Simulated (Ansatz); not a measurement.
Start from BP in the zinc blende structure (space group F-43m, No. 216).

```
BP
1.0
    0.00000     2.26010     2.26010
    2.26010     0.00000     2.26010
    2.26010     2.26010     0.00000
P B
1 1
Direct
  0.75000   0.75000   0.75000
  0.00000   0.00000   0.00000
```

Computed with PBEsol (Ansatz, an electronic-structure program; PAW; 420 eV plane waves; no SOC), earlier PAW set.

One change was made to it. Results:

```csv
quantity,base,after
shortest interatomic distance,1.957 Å,2.325 Å
band gap,1.11 eV,zero
density,3.01 g/cm³,5.94 g/cm³
```

Q: Which of these changes matches the shifts?
A. B → Be
B. P → W
C. P → Te

A: C, P → Te. For comparison, the shortest interatomic distance in the other runs: B → Be gives 2.128 Å; P → W gives 2.080 Å.

No phonon test of stability was made. As relaxed here, BTe, BeP and WB are hypothetical phases, not in the database extracts checked. All final runs are without spin polarisation. An odd electron count without spin: BTe, BeP and WB. WB has a high density of states at the Fermi level and may be magnetic at this level.
